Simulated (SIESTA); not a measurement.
Band structure of NbVCr (Imma, 6 atoms in the cell).

```
CELL_PARAMETERS angstrom
     -2.46242     2.52027     3.50740
      2.46242    -2.52027     3.50740
      2.46242     2.52027    -3.50740
ATOMIC_POSITIONS crystal
  Nb 0.12626 0.37626 0.75000
  Nb 0.87374 0.62374 0.25000
  V  0.50000 0.00000 0.50000
  V  0.00000 0.00000 0.00000
  Cr 0.50000 0.00000 0.00000
  Cr 0.50000 0.50000 0.50000
```

Method of the run: GGA PBEsol, numerical atomic orbitals DZP, PseudoDojo PBEsol standard norm-conserving potentials (rewritten from UPF to PSML) run with SIESTA.

Settings: XC.functional = GGA; XC.authors = PBEsol; potentials = PseudoDojo PBEsol standard; PAO.BasisSize = DZP; PAO.EnergyShift = 0.005 Ry; MeshCutoff = 400 Ry; kgrid.MonkhorstPack = 5 5 5; OccupationFunction = FD; ElectronicTemperature = 1160.45 K; MaxSCFIterations = 150; SCF.Mixer.Method = Pulay; SCF.Mixer.Weight = 0.25; SCF.Mixer.History = 8; SCF.DM.Tolerance = 1.0E-05.

The starting cell comes from a database of computed structures (which also holds hypothetical and non-ambient phases and stackings), without a prior relaxation at this level. Spin polarisation is off. Values carry the incompleteness of an atom-centred basis.

Levels in eV from the Fermi level, bands 38 to 43:
```tsv
point	38	39	40	41	42	43
Γ	-0.33	-0.20	0.57	0.58	0.68	1.01
X	-0.95	-0.58	-0.54	-0.39	0.52	0.69
L	-0.71	-0.61	-0.56	-0.22	-0.02	0.83
T	-0.94	-0.69	-0.69	-0.06	-0.06	1.09
W	-0.74	-0.51	-0.51	-0.20	-0.20	0.93
R	-0.76	-0.70	-0.62	0.76	0.80	0.87
X1	-0.95	-0.58	-0.54	-0.39	0.52	0.69
Z	-0.89	-0.88	-0.44	-0.32	0.30	0.87
Y	-0.97	-0.83	-0.35	0.03	0.38	0.71
S	-0.36	-0.30	-0.21	0.94	1.00	1.06
L1	-0.71	-0.61	-0.56	-0.22	-0.02	0.83
Y1	-0.97	-0.83	-0.35	0.03	0.38	0.71
```

Bands cross the Fermi level along this path, so the cell is metallic at this level.

Higher empty bands are left out: an atom-centred basis made for the valence describes them poorly.
